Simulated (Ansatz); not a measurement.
**What biaxial strain −3.74 %, plane normal [001], relaxed out of plane does to Ir**

The reference is Ir in the fcc (Cu type) structure (space group Fm-3m, No. 225; a = 3.831 Å; relaxed with 0.1 eV smearing). Axes: x, y, z lie along the cube axes.

Modification: biaxial strain −3.74 %, plane normal [001], relaxed out of plane (Cartesian); in-plane vectors clamped, the third vector and the atoms free.

Level of theory: plane-wave PAW DFT at the PBEsol level (Ansatz, an electronic-structure program, 420 eV), scalar-relativistic without spin-orbit coupling, earlier PAW set. Settings: 29×29×29 k-points, 0.1 eV Fermi–Dirac smearing.

```tsv
quantity	base	changed	shift
shortest interatomic distance	2.709 Å	2.608 Å	-0.101 Å
energy relative to the base (free energy F)	0 meV/atom	+96 meV/atom	+96 meV/atom
pressure (mean of the normal stresses, compression positive)	0.0 GPa	20.8 GPa	+20.8 GPa
band gap	zero	zero	–
out-of-plane strain	–	+3.16 %	–
ratio −ε⊥/ε∥	–	0.84	–
mean in-plane stress (compression positive)	–	+31.3 GPa	–
```

Stability against distortions was not tested. All final runs are without spin polarisation.
